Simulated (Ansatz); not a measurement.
Base system: SiO2 in the rutile structure (space group P4_2/mnm, No. 136).

```xyz
6
Lattice="4.1549 0.0000 0.0000 0.0000 4.1549 0.0000 0.0000 0.0000 2.6615" Properties=species:S:1:pos:R:3 pbc="T T T"
Si     0.0000     0.0000     0.0000
Si     2.0774     2.0774     1.3307
O      1.2697     1.2697     0.0000
O      3.3471     0.8078     1.3307
O      0.8078     3.3471     1.3307
O      2.8852     2.8852     0.0000
```

Cartesian axes are those of the cell as printed.

Level of theory: LDA in Ansatz (plane waves to 420 eV, PAW, no spin-orbit coupling).

Base values:

| Item | Value |
|---|---|
| Band gap | 5.81 eV |
| Shortest interatomic distance | 1.754 Å |
| Valence-band top at Γ | 0.00, -0.91, -0.91 eV |
| Electron mass | 0.40 mₑ along c, 0.52 mₑ across (at Γ) |
| Hole mass | 1.7 mₑ along c, 1.1 mₑ across (at Γ) |

Now apply this change: the cell is stretched by 3.00 % along z with no lateral relaxation, atoms relaxed at fixed cell.

Question: What does the calculation give for the band gap, shortest interatomic distance, valence-band top at Γ, electron mass and hole mass after the change?

Answer: The band gap shrinks by 0.64 eV, from 5.81 eV to 5.17 eV; the shortest interatomic distance grows by 0.030 Å (1.754 Å → 1.784 Å); the valence-band top at Γ (three highest levels, from the VBM) becomes 0.00, -0.85, -0.85 eV (base: 0.00, -0.91, -0.91 eV); the electron mass changes from 0.40 mₑ along c, 0.52 mₑ across (at Γ) to 0.36 mₑ along z, 0.49 mₑ across (at Γ); the hole mass goes from 1.7 mₑ along c, 1.1 mₑ across (at Γ) to 1.5 mₑ along z, 1.1 mₑ across (at Γ).

The cells carry an imposed strain or load. Masses are band curvatures over ±0.01 Å⁻¹ around the edge. No phonon test of stability was made.

Ansatz is a program for electronic structure.
